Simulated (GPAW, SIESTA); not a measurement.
A SIESTA input for a self-consistent single point of Cu3Au (Pm-3m, 4 atoms in the cell) (DFT, LDA PW92, numerical atomic orbitals TZP, PseudoDojo LDA standard norm-conserving potentials (rewritten from UPF to PSML)):

```
# files in the folder: Cu.psml Au.psml (PseudoDojo LDA standard)
SystemName  Cu3Au
SystemLabel siesta

NumberOfAtoms                4
NumberOfSpecies              2
%block ChemicalSpeciesLabel
  1 29 Cu
  2 79 Au
%endblock ChemicalSpeciesLabel
LatticeConstant              1.0 Ang
%block LatticeVectors
     3.793875000    0.000000000    0.000000000
     0.000000000    3.793875000    0.000000000
     0.000000000    0.000000000    3.793875000
%endblock LatticeVectors
AtomicCoordinatesFormat      Ang
%block AtomicCoordinatesAndAtomicSpecies
     0.000000000    1.896937500    1.896937500  1
     1.896937500    0.000000000    1.896937500  1
     1.896937500    1.896937500    0.000000000  1
     0.000000000    0.000000000    0.000000000  2
%endblock AtomicCoordinatesAndAtomicSpecies

XC.functional                LDA
XC.authors                   PW92
PAO.BasisSize                TZP
PAO.EnergyShift              0.005 Ry
MeshCutoff                   400 Ry
%block kgrid.MonkhorstPack
    9   0   0  0.0
    0   9   0  0.0
    0   0   9  0.0
%endblock kgrid.MonkhorstPack
OccupationFunction           MP
OccupationMPOrder            0
ElectronicTemperature        580.23 K

MaxSCFIterations             150
SCF.Mixer.Method             Broyden
SCF.Mixer.Weight             0.2
SCF.Mixer.History            6
SCF.DM.Tolerance             1.0E-04
Diag.ParallelOverK           true
WriteForces                  true
Charge.Mulliken              end
```

Task: Give the GPAW input for the same structure, mesh, smearing and functional.

Result: This is the input that was run; spellings and numerical settings could be chosen otherwise.

```python
from ase import Atoms
from ase.units import GPa
from gpaw import GPAW, PW

atoms = Atoms(['Cu', 'Cu', 'Cu', 'Au'],
              cell=[[3.793875, 0.000000, 0.000000],
                    [0.000000, 3.793875, 0.000000],
                    [0.000000, 0.000000, 3.793875]],
              scaled_positions=[[0.000000, 0.500000, 0.500000],
                                [0.500000, 0.000000, 0.500000],
                                [0.500000, 0.500000, 0.000000],
                                [0.000000, 0.000000, 0.000000]],
              pbc=True)

calc = GPAW(mode=PW(850),
            xc='LDA',
            kpts=(9, 9, 9),
            occupations={'name': 'methfessel-paxton', 'width': 0.05, 'order': 0},
            nbands=-12,
            convergence={'density': 1e-05, 'energy': 1e-05},
            symmetry={'symmorphic': False, 'tolerance': 0.0005},
            maxiter=100,
            txt='-')

atoms.calc = calc

energy = atoms.get_potential_energy()
print('Energy (eV):', round(energy, 6))
forces = atoms.get_forces()
print('Forces (eV/Ang):')
print(forces.round(5))
stress = atoms.get_stress()
print('Stress (GPa, Voigt):', (stress / GPa).round(4))
```

Basis, cutoffs, solver keys and any potentials are the target program's own. This input uses DFT LDA (Perdew-Wang 92), plane waves, GPAW PAW datasets LDA (gpaw-data 1.0.1). LDA parametrisations can differ slightly between programs. Both were run: pressure -16.47 GPa in SIESTA and -13.25 in GPAW.

On SIESTA: the starting cell has typed, rounded lattice constants, without a prior relaxation at this level. Its lattice was rescaled by a random factor within 2.5 % of one. Spin polarisation is off. Values carry the incompleteness of an atom-centred basis. With a pressure of about -16 GPa the cell is away from its equilibrium volume at this level.

On GPAW: the starting cell has typed, rounded lattice constants, without a prior relaxation at this level. Its lattice was rescaled by a random factor within 2.5 % of one. Spin polarisation is off. With a pressure of about -13 GPa the cell is away from its equilibrium volume at this level.
